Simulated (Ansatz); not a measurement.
## A series of runs on CuO (P1, 4 atoms in the cell)

```
CuO
1.0
    2.12473    -2.03043     0.00000
    2.12473     2.03043     0.00000
   -0.22534     0.00000     5.15580
Cu O
2 2
Direct
  0.49767   0.00448   0.50954
  0.02085   0.48973   0.00379
  0.48793   0.47503   0.24741
  0.49354   0.53076   0.73926
```

Base run A: PBEsol, default PAW files made with PBE run with Ansatz (a quantum-chemistry and plane-wave program), self-consistent single point.

Its settings: kpoints.mp_grid.grid = 8 8 5; hamiltonian.xc = pbesol; hamiltonian.pseudopotentials = {kind: paw} (the program's default PAW files); scf.occupations.method = gaussian; scf.occupations.width = 0.02 Ry.

The starting cell comes from a database of computed structures (which also holds hypothetical and non-ambient phases and stackings), without a prior relaxation at this level. Its atoms were displaced at random from the sites of space group no. 15. Spin polarisation is off, so a magnetic state, if there is one, cannot be reached. In the base run, with a pressure of about -5 GPa the cell is away from its equilibrium volume at this level. In the base run, forces exceed 1 eV/Å. Ansatz's pressure includes its estimate of the finite-basis (Pulay) stress. The run gives no clean gap (levels at the Fermi energy touch, overlap or are partly filled at this smearing), which alone does not show that the compound is a metal.

Absolute energies have different zeros for different potentials, functionals, Hubbard and dispersion terms and are not compared across them.

Runs:
- B: hamiltonian.xc: pbesol → lda [LDA (PW92)]
- C: hamiltonian.xc: pbesol → blyp [BLYP]
- D: hamiltonian.xc: pbesol → r2scan [r2SCAN]

```json
[
 {"run": "A", "pressure (GPa)": "-5.03", "largest force (eV/Å)": "1.411"},
 {"run": "B", "pressure (GPa)": "?", "largest force (eV/Å)": "1.316"},
 {"run": "C", "pressure (GPa)": "?", "largest force (eV/Å)": "1.539"},
 {"run": "D", "pressure (GPa)": "?", "largest force (eV/Å)": "1.445"}
]
```

Q: Complete the blanks.

A: 
- B, pressure (GPa): -11.15
- C, pressure (GPa): 8.04
- D, pressure (GPa): -3.88

Left out of this page: 2 runs of the series held back from this collection.

Keys are those of Ansatz 0.2.
